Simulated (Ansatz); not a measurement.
Start from ZnCu$_{2}$SnS$_{4}$ (space group I-4, No. 82).

```
CELL_PARAMETERS angstrom
     -2.65874     2.65874     5.32154
      2.65874    -2.65874     5.32154
      2.65874     2.65874    -5.32154
ATOMIC_POSITIONS crystal
  Cu 0.00000 0.00000 0.00000
  Cu 0.75000 0.25000 0.50000
  Zn 0.25000 0.75000 0.50000
  Sn 0.50000 0.50000 0.00000
  S  0.36981 0.90003 0.00920
  S  0.09997 0.10917 0.46979
  S  0.89083 0.36062 0.99080
  S  0.63938 0.63019 0.53021
```

Method: LDA/PAW in Ansatz (a first-principles code), no spin-orbit coupling.

Strains are applied to the cell and any free atomic positions relax.

One change was made to it. Results:

The pressure (mean of the normal stresses, compression positive) goes from zero to -6.3 GPa; the valley order (the lowest conduction-band minima on the path, energy above the VBM, named in the base's zone) becomes Γ 0.05 eV; X (0, 0, 1/2) 0.39 eV (base: Γ 0.14 eV; X (0, 0, 1/2) 0.49 eV; M (1/2, 1/2, 1/2) 1.15 eV).

### Question
Which change produced these results?
A) isotropic strain +3.00 %
B) isotropic strain +1.50 %
C) isotropic strain +2.25 %

### Answer
A, isotropic strain +3.00 %. For comparison, the valley order in the other runs: isotropic strain +2.25 % gives Γ 0.04 eV; X (0, 0, 1/2) 0.42 eV; isotropic strain +1.50 % gives Γ 0.02 eV; X (0, 0, 1/2) 0.41 eV.

The levels and masses belong to the bands next to the band gap. No phonon test of stability was made. All final runs are without spin polarisation. Gaps under 0.05 eV, about the width of the smearing, are given as zero.
